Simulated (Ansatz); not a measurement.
The reference is TiO2 in the anatase structure (space group I4_1/amd, No. 141).

```yaml
crystal:
  lattice:
    - [-1.89941, 1.89941, 4.85035]
    - [1.89941, -1.89941, 4.85035]
    - [1.89941, 1.89941, -4.85035]
  atoms:
    - { symbol: Ti, position: [0.75000, 0.25000, 0.50000] }
    - { symbol: Ti, position: [0.00000, 0.00000, 0.00000] }
    - { symbol: O, position: [0.54355, 0.04355, 0.50000] }
    - { symbol: O, position: [0.79355, 0.79355, 0.00000] }
    - { symbol: O, position: [0.20645, 0.20645, 0.00000] }
    - { symbol: O, position: [0.95645, 0.45645, 0.50000] }
```

Cartesian axes are those of the cell as printed.

All numbers come from Ansatz (an electronic-structure program), PBE, PAW, cutoff 420 eV, no spin-orbit coupling.

Perturbation: every lattice vector is stretched by 2.40 %, atoms relaxed at fixed cell.

Question: Predict the stress tensor and what it implies for the stiffness.

Answer: Stress of the strained cell less that of the base (GPa, compression positive):
```
 -12.08    0.00    0.00
   0.00  -12.08    0.00
   0.00    0.00   -9.93
```

Then B = −ΔP/(ΔV/V₀) with ΔV/V₀ = 0.0737 gives secant stiffness values (nonlinear terms included at this strain): B (at held cell shape, above the free-shape value) ≈ 154 GPa.

As a check, the harmonic strain energy −½ V₀ Δσ:ε is 30 meV/atom; the computed energy rise is 33 meV/atom.

No phonon test of stability was made. All final runs are without spin polarisation.
